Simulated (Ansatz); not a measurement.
## Al2Au: response to strain

The reference is Al₂Au (space group Fm-3m, No. 225; a = 6.061 Å; relaxed with 0.1 eV smearing).

Strains are applied to the cell and any free atomic positions relax.

Calculations: Kohn–Sham DFT with the PBE functional, run in Ansatz (a program for electronic structure) with PAW and 420 eV plane waves, no SOC.

Candidates:
(a) isotropic strain +1.50 %
(b) isotropic strain −3.00 %
(c) isotropic strain −2.00 %
(d) isotropic strain +2.00 %
(e) isotropic strain +3.00 %

Notes on the quantities. energy relative to the base: free energy F.

### Question
Order them by energy relative to the base, highest first.

### Answer
(b) isotropic strain −3.00 % (+55 meV/atom), (e) isotropic strain +3.00 % (+44 meV/atom), (c) isotropic strain −2.00 % (+24 meV/atom), (d) isotropic strain +2.00 % (+20 meV/atom), (a) isotropic strain +1.50 % (+12 meV/atom)

Stability against distortions was not tested.
